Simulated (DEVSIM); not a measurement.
System: Schottky contact on p-type Si, at 300 K.

```
layer (left to right)  material  thickness (μm)  Na (cm⁻³)  τn (s)  τp (s)
---------------------  --------  --------------  ---------  ------  ------
1                            Si            5.80     8.4e15  2.6e-6  8.8e-6
2                            Si            7.10     8.9e17  8.8e-6  8.8e-6
```

Left contact: Schottky, work function 4.284 eV, emission velocity 4.3e6 cm/s. Right contact: ohmic. Voltage is applied to the left contact. Recombination: SRH at mid-gap, radiative, Auger. Mobility is constant in doping.

The device is made up for the run: typed textbook-type constants, with dimensions and the other settings drawn at random. Values at 300 K.

| parameter | Si |
|---|---|
| gap (eV) | 1.124 |
| affinity (eV) | 4.05 |
| permittivity | 11.7 |
| Nc (cm⁻³) | 2.86e19 |
| Nv (cm⁻³) | 3.1e19 |
| μn (cm²/Vs) | 1417 |
| μp (cm²/Vs) | 470 |
| B (cm³/s) | 4.7e-15 |
| Cn (cm⁶/s) | 2.8e-31 |
| Cp (cm⁶/s) | 9.9e-32 |

Model (solved in DEVSIM): 1D drift-diffusion, Boltzmann statistics, complete ionisation; no tunnelling, impact ionisation, image-force lowering or self-heating. Metal contacts follow the ideal Schottky-Mott rule: no Fermi-level pinning, no interface dipoles.

Task: Tabulate band edges, carrier densities and field at zero bias.

Result: Energies count from the Fermi level of the right contact; mesh points crowd at the junctions.

```csv
x (μm),Ec (eV),Ev (eV),n (cm⁻³),p (cm⁻³),field (V/cm)
0.000,0.234,-0.890,3.4e15,35000,41000
0.03243,0.361,-0.763,2.5e13,4700000,37000
0.1083,0.604,-0.520,2.1e9,5.6e10,27000
0.2858,0.883,-0.241,42000,2.8e15,5400
0.9787,0.912,-0.212,14000,8.4e15,≈ 0
2.322,0.912,-0.212,14000,8.4e15,≈ 0
4.231,0.912,-0.212,14000,8.4e15,≈ 0
5.311,0.912,-0.212,14000,8.4e15,≈ 0
5.605,0.912,-0.212,13000,8.6e15,150
5.731,0.924,-0.200,8700,1.3e16,2900
5.784,0.963,-0.161,1900,6.2e16,17000
5.822,1.032,-0.092,130,8.8e17,400
5.884,1.032,-0.092,130,8.9e17,≈ 0
6.030,1.032,-0.092,130,8.9e17,≈ 0
6.566,1.032,-0.092,130,8.9e17,≈ 0
7.626,1.032,-0.092,130,8.9e17,≈ 0
9.885,1.032,-0.092,130,8.9e17,≈ 0
11.63,1.032,-0.092,130,8.9e17,≈ 0
12.52,1.032,-0.092,130,8.9e17,≈ 0
12.75,1.032,-0.092,130,8.9e17,≈ 0
12.85,1.032,-0.092,130,8.9e17,≈ 0
12.90,1.032,-0.092,130,8.9e17,≈ 0
```
